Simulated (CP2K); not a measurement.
CP2K run on LaGe3Os (I4mm, 5 atoms in the cell): self-consistent single point.

Method of the run: LDA (Pade form), GPW, DZVP-MOLOPT-SR-GTH basis, GTH-PADE potentials (GTH_POTENTIALS) run with CP2K.

The change in words: lattice scaled by 0.98. Reference geometry:
```
CELL_PARAMETERS angstrom
      5.98412     0.00000     0.00000
      2.67657     5.35217     0.00000
     -4.33035    -2.67608     3.14585
ATOMIC_POSITIONS crystal
  La 0.99834 0.99834 0.00000
  Ge 0.42564 0.42564 0.00000
  Ge 0.25966 0.75966 0.50000
  Ge 0.75966 0.25966 0.50000
  Os 0.65869 0.65869 0.00000
```

Reference input (self-consistent single point, DFT LDA (Pade form), GPW, DZVP-MOLOPT-SR-GTH basis, GTH-PADE potentials (GTH_POTENTIALS)): CUTOFF = 500 Ry; REL_CUTOFF = 50 Ry; SMEAR/METHOD = FERMI_DIRAC; ELECTRONIC_TEMPERATURE = 1160.45 K; KPOINTS/SCHEME = MONKHORST-PACK 6 6 6; GAMMA_CENTERED = T; XC_FUNCTIONAL = PADE; La/BASIS_SET = DZVP-MOLOPT-SR-GTH-q11; La/POTENTIAL = GTH-PADE-q11; Ge/BASIS_SET = DZVP-MOLOPT-SR-GTH-q4; Ge/POTENTIAL = GTH-PADE-q4; Os/BASIS_SET = DZVP-MOLOPT-SR-GTH-q16. This run's input differs from it in these lines:

```diff
@@ -64,5 +64,5 @@
     &CELL
-      A 5.98412400 0.00000000 0.00000000
-      B 2.67657300 5.35216800 0.00000000
-      C -4.33034800 -2.67608400 3.14585400
+      A 5.86444200 0.00000000 0.00000000
+      B 2.62304100 5.24512500 0.00000000
+      C -4.24374200 -2.62256200 3.08293700
       PERIODIC XYZ
```

Output (repeated stretches shortened):

```
 SCF WAVEFUNCTION OPTIMIZATION

  Step     Update method      Time    Convergence         Total energy    Change
     1 NoMix/Diag. 0.30E+00      -     1.03623219      -136.7686890193 -1.37E+02
     2 Broy./Diag. 0.30E+00      -     0.08797397      -135.3099475882  1.46E+00
     3 Broy./Diag. 0.30E+00      -     0.03811634      -135.8967698327 -5.87E-01
     4 Broy./Diag. 0.30E+00      -     0.02585191      -135.5915302999  3.05E-01
     5 Broy./Diag. 0.30E+00      -     0.00393517      -135.6536357181 -6.21E-02
     6 Broy./Diag. 0.30E+00      -     0.00094785      -135.6311825947  2.25E-02
   [... 4 lines left out ...]
    11 Broy./Diag. 0.30E+00      -     0.00000092      -135.6409634521  2.71E-05
    12 Broy./Diag. 0.30E+00      -     0.00000074      -135.6409650544 -1.60E-06
    13 Broy./Diag. 0.30E+00      -     0.00000019      -135.6409708633 -5.81E-06
    14 Broy./Diag. 0.30E+00      -     0.00000003      -135.6409709822 -1.19E-07
  *** SCF run converged in    14 steps ***

  Overlap energy of the core charge distribution:               0.00000014694666
  Self energy of the core charge distribution:               -227.75340669185206
  Core Hamiltonian energy:                                     49.81997905196553
  Hartree energy:                                              59.81147309607903
  Exchange-correlation energy:                                -17.51723750491762
  Electronic entropic energy:                                  -0.00177908040330
  Fermi energy:                                                 0.36228556740367

  Total energy:                                              -135.64097098218039
  Total energy (extrapolated to T->0):                       -135.64008144197874

                     Mulliken Population Analysis

   [... lines left out ...]

 STRESS| Analytical stress tensor [bar]
 STRESS|                        x                   y                   z
 STRESS|      x       -7.14518968808E+03   5.54635886522E+02   2.06803461522E-01
 STRESS|      y        5.54635886522E+02  -7.70006842085E+03  -1.33568573425E-01
 STRESS|      z        2.06803461522E-01  -1.33568573425E-01  -8.04236141321E+03
 STRESS| 1/3 Trace                                            -7.62920650738E+03
```

The run converged in 14 iterations. Against the reference run the free energy goes down by 35.3 meV/atom, the pressure goes from -8.35 to -0.76 GPa and the largest force goes from 0.814 to 0.323 eV/Å.

The starting cell comes from a database of computed structures (which also holds hypothetical and non-ambient phases and stackings), without a prior relaxation at this level. For this run, on top of that: lattice scaled by 0.98. Spin polarisation is off. Values carry the incompleteness of an atom-centred basis.

Cost on one core of a shared machine: roughly 2 min.
